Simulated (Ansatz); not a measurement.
The parent structure is BeSe in the zinc blende structure (space group F-43m, No. 216; a = 5.178 Å).

Method: plane-wave PAW DFT at the PBE level (Ansatz, a quantum-chemistry and plane-wave program, 420 eV), scalar-relativistic without spin-orbit coupling.

Before the change:

- Width of the top valence band = 3.20 eV
- Pressure = 0.01 GPa
- Electron mass = 0.90 mₑ along k, 0.27 mₑ across (at X)

One thing is altered: the cell is scaled by 0.9900 in all directions; the atoms relax in the strained cell.

Problem. Predict the new width of the top valence band.

Solution. The width of the top valence band goes up by 0.14 eV to 3.34 eV.

Problem. Estimate the effect on the pressure.

Solution. The pressure rises by 2.40 GPa to 2.41 GPa.

Problem. Estimate the effect on the electron mass.

Solution. The electron mass goes from 0.90 mₑ along k, 0.27 mₑ across (at X) to 0.88 mₑ along k, 0.27 mₑ across (at X).

The levels and masses belong to the bands next to the band gap. Masses are band curvatures over ±0.01 Å⁻¹ around the edge. Along k means along the line from Γ to the band edge. No phonon test of stability was made.
